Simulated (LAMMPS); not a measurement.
Molecular dynamics of ZnS (zinc blende), 4096 atoms, at 1200 K and 2 GPa, heated as the crystal.

Method: classical MD, pair style sw, file CdTeZnSeHgS0.sw, run in LAMMPS.

```
r (Å)  g(r), S-Zn
-----  ----------
1.980       0.000
2.020       0.005
2.060       0.014
2.100       0.113
2.140       0.411
2.180        1.34
2.220        3.14
2.260        5.67
2.300        8.09
2.340        9.58
2.380        9.25
2.420        7.57
2.460        5.39
2.500        3.35
2.540        1.82
2.580       0.905
2.620       0.419
2.660       0.175
2.700       0.068
2.740       0.021
2.780       0.009
2.820       0.004
2.860       0.001
2.900       0.000
2.940       0.000
2.980       0.000
3.020       0.000
3.060       0.000
3.100       0.000
3.140       0.000
3.180       0.000
3.220       0.000
3.260       0.000
3.300       0.000
3.340       0.000
3.380       0.000
3.420       0.000
3.460       0.000
3.500       0.000
3.540       0.000
3.580       0.000
3.620       0.000
3.660       0.001
3.700       0.002
3.740       0.002
3.780       0.005
3.820       0.009
3.860       0.022
3.900       0.042
3.940       0.069
3.980       0.118
4.020       0.191
4.060       0.309
4.100       0.466
4.140       0.696
4.180       0.976
4.220        1.35
4.260        1.73
4.300        2.21
4.340        2.64
4.380        3.09
4.420        3.41
4.460        3.70
4.500        3.77
4.540        3.68
4.580        3.53
4.620        3.24
4.660        2.88
4.700        2.40
4.740        1.94
4.780        1.50
4.820        1.11
4.860       0.792
4.900       0.554
4.940       0.379
4.980       0.230
5.020       0.144
5.060       0.082
5.100       0.045
5.140       0.028
5.180       0.013
5.220       0.011
5.260       0.007
5.300       0.007
5.340       0.010
5.380       0.024
5.420       0.044
5.460       0.085
5.500       0.149
5.540       0.251
5.580       0.398
5.620       0.599
5.660       0.850
5.700        1.13
5.740        1.46
5.780        1.72
5.820        1.99
5.860        2.19
5.900        2.28
5.940        2.31
5.980        2.23
6.020        2.02
```

The data show:
- state found: crystal; no diffusion seen in 30 ps
- first peak of g(r), S-Zn: 2.35 Å, height 9.6
- coordination number of S by Zn: 4.00 (counted to 3.26 Å)
- coordination number of Zn by S: 4.00 (counted to 3.26 Å)

Caution: in nature this polymorph isn't the stable one over the whole range of temperature at this pressure, and short runs keep a crystal in its starting form. Caution: a run this short can hold a crystal over, or a liquid under, the potential's own melting point, which these runs don't give.
